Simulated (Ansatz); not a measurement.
# BP under a change: 3 layers

Take BP in the zinc blende structure (space group F-43m, No. 216; a = 4.537 Å) as the base. Axes: x, y, z lie along the cube axes.

Modification: a free-standing slab of 3 layers (6 atoms, 2 a layer) is cut normal to [110], with 15 Å of vacuum and the in-plane cell held at bulk.

All numbers come from r2SCAN/PAW in Ansatz (a first-principles code), spin-orbit coupling left out. Γ-centred 10×7×1 mesh, Fermi–Dirac width 0.05 eV, for the changed cell.

Layer's space group (with vacuum): Pmm2 (No. 25)
Band gap: zero (base 1.41 eV)
Excess energy per area of both faces (slab less bulk energy over the cell's area: twice a surface energy): 4.3 J/m² (uncertain by up to 0.07 J/m²)
Thickness between the outermost nuclei: 3.54 Å

Slab and bulk use different k-meshes, which limits the precision of the excess energy. Whether these cells are dynamically stable was not tested. All final runs are without spin polarisation. The zero or small gap of BP can change with the level of theory.
